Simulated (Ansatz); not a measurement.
The starting structures come from a database of crystals and need not be the phases stable at ambient conditions.

By PBEsol, the system below comes out a metal.

A figure of merit of an interconnect metal is its ballistic conductance per area.

Input:

```yaml
crystal:
  lattice:
    - [3.86978, 0.00000, 0.00000]
    - [0.00000, 3.86978, 0.00000]
    - [0.00000, 0.00000, 3.86978]
  atoms:
    - { symbol: Ta, position: [0.00000, 0.00000, 0.00000] }
    - { symbol: Rh, position: [0.00000, 0.50000, 0.50000] }
    - { symbol: Rh, position: [0.50000, 0.00000, 0.50000] }
    - { symbol: Rh, position: [0.50000, 0.50000, 0.00000] }
```

The cell is taken as given; by PBEsol it stands under a pressure of -5.2 GPa.

The current flows along the normal of the first two printed cell vectors, the (001) plane of the conventional cell. No spin-orbit coupling; the value is a mean over 0.1 eV about the Fermi level.

Give the ballistic conductance per area that PBEsol (Ansatz, a program for electronic structure) yields.

0.78 × 10¹⁵ S/m² for both spins.
